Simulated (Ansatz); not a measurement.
## Sensitivity of a calculation on YZn (Pm-3m, 2 atoms in the cell) to its settings

```xyz
2
Lattice="3.5282 0.0000 0.0000 0.0000 3.5282 0.0000 0.0000 0.0000 3.5282" Properties=species:S:1:pos:R:3 pbc="T T T"
Zn     1.7641     1.7641     1.7641
Y      0.0000     0.0000     0.0000
```

Base run A: LDA (PW92), default PAW files made with PBE in Ansatz (a program for electronic structure), self-consistent single point.

Its settings: kpoints.mp_grid.grid = 12 12 12; hamiltonian.xc = lda; hamiltonian.pseudopotentials = {kind: paw} (the program's default PAW files); scf.occupations.method = fermi_dirac; scf.occupations.width = 0.1 eV.

The starting cell comes from a database of published, mostly measured structures (it also holds non-ambient and calculated ones), without a prior relaxation at this level. Its lattice was rescaled by a random factor within 2.5 % of one. In the base run, with a pressure of about -3 GPa the cell is away from its equilibrium volume at this level. Ansatz's pressure includes its estimate of the finite-basis (Pulay) stress.

ΔF is the free energy per atom less that of run A. A dash stands where there is no value to compare (another energy zero or no entropy term, no result, no spin, no clean gap, or a mesh too coarse for one). Total energies depend on the potentials, the functional and any Hubbard or dispersion term, so they are compared only between runs that share all of them.

Run A gave: pressure (GPa) -3.02; k-points 84.

Runs:
- B: kpoints.mp_grid.grid: 12 12 12 → 10 10 10; kpoints.mp_grid.shift: default → 0.5 0.5 0.5
- C: hamiltonian.xc: lda → pbesol; magnetization.noncollinear: default → true; magnetization.spin_orbit: default → true [PBEsol with spin-orbit coupling]
- D: scf.occupations.width: 0.1 eV → 0.2 eV
- E: scf.occupations.method: fermi_dirac → cold; scf.occupations.width: 0.1 eV → 0.2 eV
- F: kpoints.mp_grid.grid: 12 12 12 → 9 9 9
- G: scf.mixing.algorithm: default (the program chose MSR1) → anderson; scf.mixing.beta: default → 0.3
- H: basis.precision: default → f64
- I: scf.mixing.preconditioner: default (the program chose none) → kerker; scf.mixing.q_tf: default → 3
- J: scf.mixing.algorithm: default (the program chose MSR1) → anderson; scf.mixing.ndim: default → 4

Problem. What does run D change against A?

Solution. The free energy goes down by 45.0 meV/atom and the pressure hardly changes (-3.02 to -2.94 GPa).

```csv
run,ΔF (meV/atom),pressure (GPa),k-points
A,0.00,-3.02,84
B,-0.03,-3.01,35
C,–,-0.43,84
D,-45.0,-2.94,84
E,17.7,-3.05,84
F,0.34,-3.02,35
G,0.00,-3.02,84
H,0.00,-3.02,84
I,0.00,-3.02,84
J,0.00,-3.02,84
```

Keys are those of Ansatz 0.2.
